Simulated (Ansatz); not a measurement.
Consider this model of amorphous Sn₁₂Sb₁₂Te₃₆.

```xyz
60
Lattice="11.6574 0.6171 0.5060 0.6171 13.0263 0.7986 0.5060 0.7986 12.8324" Properties=species:S:1:pos:R:3 pbc="T T T"
Sn     7.5477     2.0796     0.7890
Sn     8.7331     8.5316    10.6916
Sn     8.3441     5.6757     4.8006
Sn     1.3476     4.0674     9.5495
Sn     7.5662    13.5801     5.5699
Sn     5.8644    10.7050     6.8800
Sn     7.8600     5.2498     9.6027
Sn     5.7901     8.7195     1.1693
Sn    10.7882     1.8769     8.9886
Sn     2.8669     4.1125     2.4591
Sn     1.2152     8.4982    12.4993
Sn     2.9545    12.0525    11.4216
Sb    10.9285     4.1739     1.8992
Sb    12.1991     9.2540     7.7301
Sb     8.9817    12.5976    12.0276
Sb     4.3366     7.5137     4.8919
Sb     4.7579    13.1067     2.3508
Sb     2.2029    12.1644     5.5577
Sb     4.7608     1.9887    10.4954
Sb     3.5526     7.6677     8.9220
Sb    10.0417    11.3974     8.0951
Sb    11.8784     7.3794     4.5186
Sb     4.4527     3.5189     6.5330
Sb    11.2001    12.8796     2.7243
Te     7.5771    11.5833     9.6621
Te     1.6315    10.5249     1.3824
Te    11.6126    12.1251    10.8206
Te    11.9490     4.4967     4.6840
Te    10.7578    13.8973     7.0731
Te     4.0663     8.9845    11.4828
Te    10.6409     2.2842    12.3742
Te    10.4040     5.0056     8.0742
Te     7.0019     8.3327     3.7975
Te     7.6846     2.2386     9.5151
Te    12.0881    10.7006     5.0176
Te     9.7583     6.7861     2.4100
Te     9.2389    10.0061    13.2461
Te     7.5528    12.4169     2.7472
Te     1.8878     5.4781    12.5852
Te     4.8001    13.4560     8.7926
Te     8.4941     2.7528     3.3989
Te    11.9782     7.9015    10.3480
Te     2.0501     1.8546    11.5850
Te     6.3623     7.0539    12.3027
Te     7.3387     3.3421     6.8648
Te     2.0472     6.1725     6.5184
Te     8.6732    10.3946     5.7028
Te     2.7882     7.1395     2.3780
Te     5.7749    12.3642    12.6013
Te     4.3710    10.6436     4.2357
Te     5.3188     3.5434    13.1257
Te     5.4303     4.9395     4.0862
Te     9.6725     7.6101     6.8483
Te     4.3120     4.7628     9.3998
Te     4.1098     1.4138     4.3229
Te     0.9839     0.9205     2.4489
Te     1.8149     1.8958     7.3498
Te     6.0923     7.8018     7.5838
Te     8.9735     5.6468    12.4118
Te     2.7131    10.4185     8.0836
```

The numbers are results of PBE-D3(BJ), scalar-relativistic without spin-orbit coupling, PAW (Ansatz default set, large-core Te) (plane waves to 420 eV; Ansatz, a program for electronic structure), not measurements.

Preparation: random packing, a CHGNet melt and quench, and a DFT relaxation. The hot cell started wider than the set density and was brought back towards it in steps. It is the lowest in DFT energy of 3 quenches. It is a model cell: composition and starting density were chosen by hand, and all elements were melted together. The geometry includes D3(BJ) dispersion. Its density started from a set value of 6.33 and ended at 6.42 g/cm³. The simulated quench (nominally 79 K/ps over its main leg) is rapid and tends to freeze in more defects than a deposited or slowly cooled glass has. One small periodic cell is one sample of the glass; other quenches scatter about these values. Volume and shape were free in the relaxation. On a 2×2×2 Γ-centred mesh force components of up to 0.35 eV/Å stay, since the relaxation ran on one k-point at (1/4, 1/4, 1/4).

Bonds are counted up to Sn-Sn 3.34 Å, Sn-Sb 3.34 Å, Sn-Te 3.28 Å, Sb-Sb 3.34 Å, Sb-Te 3.42 Å, Te-Te 3.31 Å.

Problem. Give the coordination numbers, mean bond lengths and angles.

Solution. 
* **Mean coordination of Sn**: 3.83 (1 with 2, 5 with 3, 2 with 4, 3 with 5, 1 with 6)
* **Mean coordination of Sb**: 5.33 (2 with 4, 4 with 5, 6 with 6)
* **Mean coordination of Te**: 3.50 (5 with 2, 11 with 3, 17 with 4, 3 with 5)
* **Mean Sb-Te bond**: 3.048 Å (spread 0.144 Å, 62 counted)
* **Mean Sn-Te bond**: 3.067 Å (spread 0.101 Å, 46 counted)
* **Mean Te-Te bond**: 3.069 Å (spread 0.150 Å, 9 counted)
* **Mean Sb-Sb bond**: 3.063 Å (spread 0.000 Å, 1 counted)
* **Bond angle at Sn**: mean 100.6°, spread 25.3°
* **Bond angle at Sb**: mean 104.9°, spread 31.7°
* **Bond angle at Te**: mean 103.2°, spread 26.3°

Problem. List the pairs of like atoms that count as bonded by the rules above.

Solution. Sb14-Sb21 (3.06 Å), Te30-Te44 (3.11 Å), Te31-Te43 (3.09 Å), Te32-Te53 (2.97 Å), Te33-Te47 (3.27 Å), Te34-Te45 (2.89 Å), Te36-Te37 (3.30 Å), Te40-Te57 (2.86 Å), Te44-Te59 (2.97 Å), Te47-Te53 (3.17 Å).
